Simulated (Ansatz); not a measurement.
Consider ZnS in the zinc blende structure (space group F-43m, No. 216; a = 5.3569 Å).

Levels (all Ansatz, a quantum-chemistry and plane-wave program, PAW, earlier PAW set): PBEsol (420 eV, scalar-relativistic without spin-orbit coupling); r2SCAN (500 eV, spin-orbit coupling left out).

Its gap is 2.08 eV with PBEsol and 2.78 eV with r2SCAN.

One thing is altered: full substitution S → Se, then cell and atoms are relaxed.

With PBEsol the gap becomes 1.23 eV.

If the r2SCAN correction stayed the same, what would the r2SCAN gap be, and what does the r2SCAN run give?

A rigid correction of +0.70 eV gives 1.93 eV. The r2SCAN run gives 1.94 eV, so the two effects roughly add.

Single points use the geometry relaxed with PBEsol. Whether these cells are dynamically stable was not tested.
